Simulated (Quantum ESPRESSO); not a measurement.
What a tighter setting buys: ecutwfc, CaMoO4 (I4_1/a, 12 atoms in the cell)

Cell: a = 6.8041 Å, b = 6.8041 Å, c = 6.8041 Å, α = 134.85°, β = 134.85°, γ = 65.76°.

Method of the run: LDA (PZ), GBRV 1.5 ultrasoft (LDA) pseudopotentials (plane waves; Quantum ESPRESSO).

Base settings: ecutwfc = 40 Ry; ecutrho = 320 Ry; occupations = smearing; smearing = marzari-vanderbilt; degauss = 0.0036749 Ry; potentials = {Ca: ca_lda_v1.uspp.F.UPF, Mo: mo_lda_v1.uspp.F.UPF, O: o_lda_v1.2.uspp.F.UPF}; K_POINTS = automatic 5 5 5 0 0 0; conv_thr = 1e-09 Ry; mixing_beta = 0.3.

Misses are taken against the tightest run, 52 Ry (ecutrho: 320 Ry → 416 Ry), which need not be fully converged itself. The energy is the free energy per atom.

The count of work is k-points × plane waves × bands × iterations; it is no time, and leaves out set-up, grids and terms that scale otherwise. Core times come from one kind of shared machine and are given to one figure; runs under 30 s give none.

The starting cell comes from a database of published, mostly measured structures (it also holds non-ambient and calculated ones), without a prior relaxation at this level. In the base run, with a pressure of about -4 GPa the cell is away from its equilibrium volume at this level.

The runs (ecutwfc): 16 Ry (ecutrho: 320 Ry → 128 Ry) | 20 Ry (ecutrho: 320 Ry → 160 Ry) | 24 Ry (ecutrho: 320 Ry → 192 Ry) | 28 Ry (ecutrho: 320 Ry → 224 Ry) | 32 Ry (ecutrho: 320 Ry → 256 Ry) | 36 Ry (ecutrho: 320 Ry → 288 Ry) | 40 Ry | 46 Ry (ecutrho: 320 Ry → 368 Ry) | 52 Ry (ecutrho: 320 Ry → 416 Ry).

Problem. Which is the coarsest setting among those run that, with all tighter ones, holds the energy within 20 meV/atom of the reference, and what does it save?

Solution. 36 Ry (ecutrho: 320 Ry → 288 Ry), off by 12 meV/atom; its saving against the reference is no more than about a factor of 2 in the count of work.

Problem. Which is the coarsest setting among those run that, with all tighter ones, holds the energy within 10 meV/atom of the reference, and what does it save?

Solution. 40 Ry, off by 7.1 meV/atom; its saving against the reference is no more than about a factor of 2 in the count of work.

Problem. What does the step from 20 Ry (ecutrho: 320 Ry → 160 Ry) to 46 Ry (ecutrho: 320 Ry → 368 Ry) buy?

Solution. It takes the miss in the energy from 2100 to 4.4 meV/atom, for 3.8 times the count of work and roughly 3 times the time.

```csv
ecutwfc,energy less reference (meV/atom),pressure less reference (GPa),largest difference in the force on any atom (eV/Å),count of work / reference,core time / reference (rough)
16 Ry (ecutrho: 320 Ry → 128 Ry),6059.07,-199.63,1.548,0.16,0.3
20 Ry (ecutrho: 320 Ry → 160 Ry),2115.61,-91.94,0.505,0.22,0.3
24 Ry (ecutrho: 320 Ry → 192 Ry),670.93,-38.99,0.147,0.29,0.6
28 Ry (ecutrho: 320 Ry → 224 Ry),186.09,-14.31,0.030,0.37,0.6
32 Ry (ecutrho: 320 Ry → 256 Ry),44.47,-4.03,0.009,0.45,0.8
36 Ry (ecutrho: 320 Ry → 288 Ry),11.73,-0.51,0.014,0.53,0.8
40 Ry,7.09,0.22,0.009,0.67,1.0
46 Ry (ecutrho: 320 Ry → 368 Ry),4.40,0.03,0.005,0.83,0.9
52 Ry (ecutrho: 320 Ry → 416 Ry),0.00,0.00,0.000,1.0,1
```

The last two settings still differ by 4.4 meV/atom, so the table cannot show that the reference is converged.
